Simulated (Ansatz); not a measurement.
Hypothetical zinc blende VS: response to strain

Start from VS in the zinc blende structure (space group F-43m, No. 216; a = 5.361 Å; ferromagnetic; a hypothetical phase, not in the database extracts checked; relaxed with 0.1 eV smearing). Axes: x, y, z lie along the cube axes.

Strains are applied to the cell and any free atomic positions relax; under biaxial strain the out-of-plane vector relaxes too; under stress the whole cell relaxes.

All numbers come from PBE (Ansatz, a program for electronic structure, PAW, no SOC).

Notes on the quantities. pressure: mean of the normal stresses, compression positive; energy relative to the base: free energy F.

| variant | pressure | volume per atom | energy relative to the base |
|---|---|---|---|
| base | 0.0 GPa | 19.26 Å³ | 0 meV/atom |
| biaxial strain +0.71 %, plane normal [111], relaxed out of plane | -0.5 GPa | 19.39 Å³ | +0.7 meV/atom |
| biaxial strain +3.76 %, plane normal [111], relaxed out of plane | -2.9 GPa | 19.95 Å³ | +19 meV/atom |
| isotropic strain +1.39 % | -3.1 GPa | 20.07 Å³ | +8.1 meV/atom |
| tensor shear ε_yz = +3.12 % | -0.1 GPa | 19.24 Å³ | +6.2 meV/atom |
| uniaxial stress, 8 GPa compression along z | – | 16.93 Å³ | +0.272 eV/atom |

Other magnetic orders, which the real material may have, were not ruled out. Beyond what the load breaks, stability against distortions was not tested. Under uniaxial stress, 8 GPa compression along z the cell changed shape so far that it is another structure.
